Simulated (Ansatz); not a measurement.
System: CsCl-type CoGa. Method: r²SCAN50 (Ansatz, a first-principles code, plane waves, PAW).

Run with plane-wave cutoff 520 eV, 10×10×10 k mesh, Fermi–Dirac smearing 0.05 eV, no spin polarisation, scalar-relativistic PAW data made under PBE.

Cell (relaxed at this level):

```
CoGa
1.0
    2.80255     0.00000     0.00000
    0.00000     2.80255     0.00000
    0.00000     0.00000     2.80255
Ga Co
1 1
Cartesian
  1.40127   1.40127   1.40127
  0.00000   0.00000   0.00000
```

Question: What does this level give for the bulk modulus?

Answer: 
* **bulk modulus**: 232 GPa

Note: the run has no spin polarisation, so it can have missed a magnetic state.

Static lattice: no zero-point or thermal effects.

It cost roughly 30 core-minutes of CPU time.
